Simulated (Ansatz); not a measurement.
The starting structures come from a database of crystals and need not be the phases stable at ambient conditions.

 Where the default PAW files enter, the runs use the earlier of Ansatz's two default sets.

Crystal: LaOF (P4/nmm, not sure to be the ambient phase, 6 atoms a cell, 16.0 Å³ an atom); planes in its conventional cell.

All values below come from r2SCAN (plane waves, PAW; Ansatz, an electronic-structure program).

The gap is the functional's own. No spin-orbit coupling. Mid-gap values are interpolated on the energy grid.

| plane | area of the cell (Å²) | mid-gap κ (1/Å) | largest κ in the gap (1/Å) |
|---|---|---|---|
| (111) | 37.3 | 0.46 | 0.46 |
| (001) | 16.6 | … | … |
| (100) | 23.7 | … | … |
| (110) | 33.5 | … | … |

**Question.** The slowest decay depends on the direction. Supply the withheld values.

**Answer.** 
- (001), mid-gap κ (1/Å): 0.54
- (001), largest κ in the gap (1/Å): 0.54
- (100), mid-gap κ (1/Å): 0.48
- (100), largest κ in the gap (1/Å): 0.49
- (110), mid-gap κ (1/Å): 0.44
- (110), largest κ in the gap (1/Å): 0.44
